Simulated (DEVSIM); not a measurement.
Device: Ni/SiO2/p-InP capacitor, at 300 K.

| layer (left to right) | material | thickness (nm) | Na (cm⁻³) |
|---|---|---|---|
| 1 | SiO2 | 8.80 | - |
| 2 | InP | 850 | 5.4e17 |

Metal gate on the left, work function 5.1 eV. Fixed charge at the semiconductor interface 0 cm⁻² (in units of +e); no interface traps.

This is a model device: material constants are rounded textbook-type values typed into the input, and sizes, dopings and lifetimes were drawn at random. Values at 300 K.

```tsv
parameter	SiO2	InP
gap (eV)	9	1.344
affinity (eV)	0.9	4.38
permittivity	3.9	12.5
Nc (cm⁻³)	-	5.7e17
Nv (cm⁻³)	-	1.1e19
```

DEVSIM, 1D Poisson equation in equilibrium, Boltzmann statistics, complete ionisation; no quantum confinement or tunnelling. Metal contacts follow the ideal Schottky-Mott rule: no Fermi-level pinning, no interface dipoles.

Task: Tabulate band edges, carrier densities and field at 1.75 V on the gate.

Result: Energies count from the Fermi level of the right contact; mesh points crowd at the junctions.

```csv
x (μm),Ec (eV),Ev (eV),n (cm⁻³),p (cm⁻³),field (V/cm)
0.000,2.450,-6.550,< 1e2,< 1e2,1300000
0.001023,2.586,-6.414,< 1e2,< 1e2,1300000
0.002701,2.809,-6.191,< 1e2,< 1e2,1300000
0.005228,3.145,-5.855,< 1e2,< 1e2,1300000
0.007681,3.472,-5.528,< 1e2,< 1e2,1300000
0.008741,3.613,-5.387,< 1e2,< 1e2,1300000
0.009775,0.180,-1.164,5.5e14,< 1e2,410000
0.01296,0.305,-1.038,4.2e12,< 1e2,380000
0.01811,0.492,-0.852,3.1e9,53000,340000
0.02754,0.780,-0.564,45000,3.7e9,270000
0.04678,1.151,-0.193,< 1e2,6.4e15,120000
0.1051,1.266,-0.078,< 1e2,5.4e17,17
0.1994,1.266,-0.078,< 1e2,5.4e17,≈ 0
0.3847,1.266,-0.078,< 1e2,5.4e17,≈ 0
0.6574,1.266,-0.078,< 1e2,5.4e17,≈ 0
0.7569,1.266,-0.078,< 1e2,5.4e17,≈ 0
0.8076,1.266,-0.078,< 1e2,5.4e17,≈ 0
0.8333,1.266,-0.078,< 1e2,5.4e17,≈ 0
0.8493,1.266,-0.078,< 1e2,5.4e17,≈ 0
0.8545,1.266,-0.078,< 1e2,5.4e17,≈ 0
0.8571,1.266,-0.078,< 1e2,5.4e17,≈ 0
0.8588,1.266,-0.078,< 1e2,5.4e17,≈ 0
```
